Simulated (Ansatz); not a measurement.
# As under a change: pressure 10 GPa

The reference is As in the A7 type structure (space group R-3m, No. 166; a = 3.784 Å, c = 10.107 Å (hexagonal axes); layered).

Now apply this change: cell and atoms relaxed at a pressure of 10 GPa.

Level of theory: PBE-D3(BJ) (Ansatz, an electronic-structure program), without spin-orbit coupling, earlier PAW set. Settings: 11×11×11 k-points, 0.05 eV Fermi–Dirac smearing.

The volume per atom falls by 2.61 Å³ to 18.28 Å³ and the lattice parameter a drops by 0.103 Å to 3.681 Å. The c/a ratio drops by 0.133, from 2.671 to 2.538 and the shortest interatomic distance falls by 0.041 Å (2.535 Å → 2.494 Å). The enthalpy H = E + PV relative to the base's energy is +1.21 eV/atom and the band gap is still zero.

Cost of the whole job for the changed cell (relaxation, final SCF and bands): about 30 core-seconds (a rough figure).

The mesh was chosen for an insulator and is coarse for the gapless case. Load acts through the strain it causes; cell and atoms are relaxed under it. No phonon test of stability was made. No other phases were tried under pressure.
